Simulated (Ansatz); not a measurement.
Take GaCuSe₂ in the chalcopyrite structure (space group I-42d, No. 122) as the base.

```xyz
8
Lattice="-2.8041 2.8041 5.5488 2.8041 -2.8041 5.5488 2.8041 2.8041 -5.5488" Properties=species:S:1:pos:R:3 pbc="T T T"
Cu     0.0000     2.8041     2.7744
Cu     0.0000     0.0000     0.0000
Ga     2.8041     0.0000     2.7744
Ga     0.0000     0.0000     5.5488
Se     1.4021     1.3815    -1.3872
Se     1.4021     1.4226     4.1616
Se     1.4226    -1.4021     6.9359
Se     1.3815     4.2062     1.3872
```

The values are results of r2SCAN, PAW, 500 eV (Ansatz, a first-principles code; no spin-orbit coupling), not measurements.

For the base:

* **Gap character**: direct at Γ
* **Valence-band top at Γ**: 0.00, -0.11, -0.11 eV
* **Band gap**: 0.57 eV
* **Shortest interatomic distance**: 2.408 Å

The change: a hydrostatic pressure of 45 GPa.

Predict the new gap character.

The gap character stays direct at Γ.

Estimate the effect on the valence-band top at Γ.

The valence-band top at Γ (three highest levels, from the VBM) changes from 0.00, -0.11, -0.11 eV to 0.00, -0.14, -0.14 eV.

What does the calculation give for the band gap after the change?

The band gap increases by 0.89 eV (0.57 eV → 1.46 eV).

How does this affect the shortest interatomic distance?

The shortest interatomic distance falls by 0.2515 Å to 2.157 Å.

Load acts through the strain it causes; cell and atoms are relaxed under it. No phonon test of stability was made. No other phases were tried under pressure. All final runs are without spin polarisation.
